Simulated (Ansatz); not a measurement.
**rock-salt TiC (1 1 0) on cuprite (1 1 0) (film strained to the substrate, started from cuts of the bulks and a machine-learned relaxation; slabs O8Cu18 and C12Ti12, which can lie off the formulas)**

A periodic stack without vacuum, rock-salt TiC (1 1 0) on cuprite (1 1 0) (film strained to the substrate, started from cuts of the bulks and a machine-learned relaxation; slabs O8Cu18 and C12Ti12, which can lie off the formulas): substrate slab O8Cu18, film C12Ti12, surface cells [[0, 1], [-1, 0]] and [[0, 2], [-1, 0]], film strained by -0.8 and -0.8 %, outermost planes Cu/Cu and CTi/CTi as cut, which need not be the usual terminations and can put a slab off its formula.

The start was prepared with a machine-learned potential, and the result is one local minimum, with the in-plane cell held and forces under 0.04 eV/Å; the film can end far from its bulk form.

Computed with PBE (plane waves to 420 eV, PAW; Ansatz, an electronic-structure program). Spin–orbit coupling is left out; the runs are not spin-polarised; PBE gaps are too small against experiment. Its k-point mesh 4×6×1, Fermi–Dirac width 0.05 eV.

- interface area: 26.1 Å²
- period: 22.63 Å
- heights between the nearest atoms of the two slabs at the two interfaces: 1.20 and 1.20 Å
- Cu–Ti contacts across the interfaces within 1.22 times the sum of covalent radii: 24, mean 2.95 Å
- C–Cu contacts across the interfaces within 1.22 times the sum of covalent radii: 8, mean 1.94 Å

```yaml
crystal:
  lattice:
    - [6.06883, 0.00716, 0.35564]
    - [0.00212, 4.29718, -0.11997]
    - [0.86684, -1.40042, 22.76516]
  atoms:
    - { symbol: O, position: [0.49858, 0.98547, 0.09380] }
    - { symbol: O, position: [0.99876, 0.48832, 0.09255] }
    - { symbol: Cu, position: [0.25822, 0.71885, 0.09212] }
    - { symbol: Cu, position: [0.75759, 0.75317, 0.09248] }
    - { symbol: Cu, position: [0.93669, 0.20144, 0.01958] }
    - { symbol: Cu, position: [0.43586, 0.18974, 0.01952] }
    - { symbol: O, position: [0.93790, 0.05778, 0.22722] }
    - { symbol: O, position: [0.43804, 0.55538, 0.22682] }
    - { symbol: Cu, position: [0.68824, 0.80589, 0.22715] }
    - { symbol: Cu, position: [0.18808, 0.80706, 0.22716] }
    - { symbol: Cu, position: [0.46454, 0.26100, 0.16117] }
    - { symbol: Cu, position: [0.96460, 0.28424, 0.16085] }
    - { symbol: O, position: [0.38101, 0.12490, 0.36181] }
    - { symbol: O, position: [0.88115, 0.62241, 0.36145] }
    - { symbol: Cu, position: [0.13075, 0.87446, 0.36147] }
    - { symbol: Cu, position: [0.63088, 0.87295, 0.36148] }
    - { symbol: Cu, position: [0.90958, 0.34010, 0.29434] }
    - { symbol: Cu, position: [0.40960, 0.34021, 0.29432] }
    - { symbol: O, position: [0.81569, 0.19033, 0.49592] }
    - { symbol: O, position: [0.31581, 0.69323, 0.49503] }
    - { symbol: Cu, position: [0.55659, 0.95906, 0.49644] }
    - { symbol: Cu, position: [0.05701, 0.92590, 0.49619] }
    - { symbol: Cu, position: [0.35234, 0.41881, 0.42752] }
    - { symbol: Cu, position: [0.85220, 0.39518, 0.42772] }
    - { symbol: Cu, position: [0.87433, 0.47693, 0.56916] }
    - { symbol: Cu, position: [0.37491, 0.48569, 0.56922] }
    - { symbol: C, position: [0.59968, 0.50663, 0.62258] }
    - { symbol: C, position: [0.09969, 0.50699, 0.62246] }
    - { symbol: C, position: [0.31760, 0.03946, 0.69035] }
    - { symbol: C, position: [0.81767, 0.03870, 0.69031] }
    - { symbol: C, position: [0.04401, 0.57250, 0.76024] }
    - { symbol: C, position: [0.54399, 0.57205, 0.76024] }
    - { symbol: C, position: [0.76686, 0.10449, 0.82853] }
    - { symbol: C, position: [0.26688, 0.10497, 0.82853] }
    - { symbol: C, position: [0.49330, 0.63755, 0.89841] }
    - { symbol: C, position: [0.99321, 0.63836, 0.89847] }
    - { symbol: C, position: [0.21128, 0.17026, 0.96616] }
    - { symbol: C, position: [0.71116, 0.17035, 0.96633] }
    - { symbol: Ti, position: [0.31244, 0.54143, 0.69332] }
    - { symbol: Ti, position: [0.81245, 0.53959, 0.69331] }
    - { symbol: Ti, position: [0.58929, 0.01030, 0.62947] }
    - { symbol: Ti, position: [0.08954, 0.01007, 0.62943] }
    - { symbol: Ti, position: [0.76870, 0.60449, 0.82706] }
    - { symbol: Ti, position: [0.26871, 0.60357, 0.82705] }
    - { symbol: Ti, position: [0.04217, 0.07254, 0.76173] }
    - { symbol: Ti, position: [0.54216, 0.07341, 0.76174] }
    - { symbol: Ti, position: [0.22164, 0.66670, 0.95931] }
    - { symbol: Ti, position: [0.72133, 0.66705, 0.95936] }
    - { symbol: Ti, position: [0.49860, 0.13560, 0.89544] }
    - { symbol: Ti, position: [0.99858, 0.13741, 0.89545] }
```
